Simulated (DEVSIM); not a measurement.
System: Schottky contact on n-type Si, at 350 K.

Layer 1 from the left is Si, thickness (μm) 4.30, Nd (cm⁻³) 3.6e15, τn (s) 8.4e-6, τp (s) 8.4e-6.

Left contact: Schottky, work function 4.94 eV, emission velocity 5.8e6 cm/s. Right contact: ohmic. Voltage is applied to the left contact. Recombination: SRH at mid-gap. Gap narrowing is on: ΔEg = 6.92 meV × (l + √(l² + 0.5)), l = ln(N/1.3e17 cm⁻³), shared equally by both band edges. Mobility is constant in doping.

Constants are typed, rounded textbook-type inputs, not results; the design itself was drawn at random and stands for no fabricated device. Values at 300 K; Nc and Nv go as T^1.5, mobilities as T to minus their exponent, the gap by Varshni's rule with the affinity fixed.

Si: gap (eV) 1.124, affinity (eV) 4.05, permittivity 11.7, Nc (cm⁻³) 2.86e19, Nv (cm⁻³) 3.1e19, μn (cm²/Vs) 1417, μp (cm²/Vs) 470, T exponent of μn 2.3, T exponent of μp 2.2, Varshni α (eV/K) 0.000473, Varshni β (K) 636.

Simulated with DEVSIM: 1D drift-diffusion, Boltzmann statistics, complete ionisation; no tunnelling, impact ionisation, image-force lowering or self-heating. Metal contacts follow the ideal Schottky-Mott rule: no Fermi-level pinning, no interface dipoles.

Q: What does the simulation give for the dark forward voltage at 100 A/cm², the dark forward voltage at 1 A/cm², the potential step across the device at zero bias?

A: dark forward voltage at 100 A/cm² 0.577 V; dark forward voltage at 1 A/cm² 0.376 V; potential step across the device at zero bias 0.612 V.
